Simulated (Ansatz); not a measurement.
Start from Ag in the fcc (Cu type) structure (space group Fm-3m, No. 225; a = 4.104 Å; relaxed with 0.1 eV smearing). Axes: x, y, z lie along the cube axes.

Structures relaxed with r2SCAN (Ansatz, an electronic-structure program; PAW; 500 eV plane waves; scalar-relativistic without spin-orbit coupling).

Base:

Simulated powder pattern, Cu Kα1, λ = 1.54056 Å (kinematic, ideal powder, no thermal factors, no anomalous dispersion; the 10 strongest lines at most, above 2 %, up to 2θ = 90°):

```csv
2θ (°),I/Imax (%),hkl
37.94,100,(111)
44.09,48,(200)
64.12,30,(220)
76.99,35,(311)
81.10,10,(222)
```

Perturbation: tensile biaxial strain of 1.43 % in the plane normal to [001], as in epitaxy on a mismatched substrate; the out-of-plane cell vector and the atoms relax.

Problem. How do the reflections move or split?

Solution. 
Simulated powder pattern, Cu Kα1, λ = 1.54056 Å (kinematic, ideal powder, no thermal factors, no anomalous dispersion; the 10 strongest lines at most, above 2 %, up to 2θ = 90°):

```
2θ (°)  I/Imax (%)    hkl
------  ----------  -----
37.86          100  (111)
43.44           33  (200)
45.12           15  (002)
63.11           10  (220)
64.42           19  (202)
76.01           24  (311)
78.42           11  (113)
80.92           10  (222)
```

The indices refer to the base's conventional cell; one index is shown for lines that coincide. The space group is now I4/mmm (No. 139).

Stability against distortions was not tested.
